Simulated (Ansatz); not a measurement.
## SnO, response to strain

Start from SnO (space group P4/nmm, No. 129; layered, stacked along the Cartesian z axis).

```
CELL_PARAMETERS angstrom
      3.83709     0.00000     0.00000
      0.00000     3.83709     0.00000
      0.00000     0.00000     4.75881
ATOMIC_POSITIONS crystal
  Sn 0.50000 0.00000 0.75657
  Sn 0.00000 0.50000 0.24343
  O  0.50000 0.50000 0.00000
  O  0.00000 0.00000 0.00000
```

Strains are applied to the cell and any free atomic positions relax.

All numbers come from Kohn–Sham DFT with the PBE-D3(BJ) functional, run in Ansatz (a first-principles code) with PAW and 420 eV plane waves, without spin-orbit coupling.

Notes on the quantities. energy relative to the base: free energy F.

```json
[
 {"change": "base", "band gap": "zero", "energy relative to the base": "0 meV/atom", "gap character": "absent", "shortest interatomic distance": "2.241 Å"},
 {"change": "isotropic strain +0.60 %", "band gap": "0.13 eV", "energy relative to the base": "+0.9 meV/atom", "gap character": "indirect, M–Γ (87 % along) → M", "shortest interatomic distance": "2.248 Å"},
 {"change": "isotropic strain +1.20 %", "band gap": "0.27 eV", "energy relative to the base": "+3.4 meV/atom", "gap character": "indirect, k = (0.083, 0.083, 0) in the run's primitive reciprocal basis → M", "shortest interatomic distance": "2.255 Å"},
 {"change": "isotropic strain +1.80 %", "band gap": "0.41 eV", "energy relative to the base": "+7.5 meV/atom", "gap character": "indirect, k = (0.083, 0.083, 0) in the run's primitive reciprocal basis → M", "shortest interatomic distance": "2.262 Å"},
 {"change": "isotropic strain +3.00 %", "band gap": "0.66 eV", "energy relative to the base": "+20 meV/atom", "gap character": "indirect, M–Γ (80 % along) → M", "shortest interatomic distance": "2.275 Å"}
]
```

Stability against distortions was not tested. The final runs are not spin-polarised. The zero or small gap of SnO can change with the level of theory.
